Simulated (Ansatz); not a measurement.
# Response to strain in Al

Start from Al in the fcc (Cu type) structure (space group Fm-3m, No. 225; a = 4.015 Å; relaxed with 0.1 eV smearing). Axes: x, y, z lie along the cube axes.

Strains are applied to the cell and any free atomic positions relax; under biaxial strain the out-of-plane vector relaxes too.

The values are results of PBEsol/PAW in Ansatz (an electronic-structure program), scalar-relativistic without spin-orbit coupling, not measurements.

```tsv
biaxial strain, plane normal [001], relaxed out of plane (%)	out-of-plane strain (%)
0	0.00
0.5	-0.60
1	-1.13
1.5	-1.61
2	?
2.5	-2.57
3	-3.05
```

Task: Fit ε⊥ = −νε + γε² (strains in %) to the rows shown and predict the withheld row.

Result: Least squares on the printed values gives ν = 1.16 (the biaxial Poisson response) and γ = 0.051 (largest residual 0.03 %); this predicts -2.12 %, and the run gives -2.09 %, 0.03 higher.

No phonon test of stability was made.
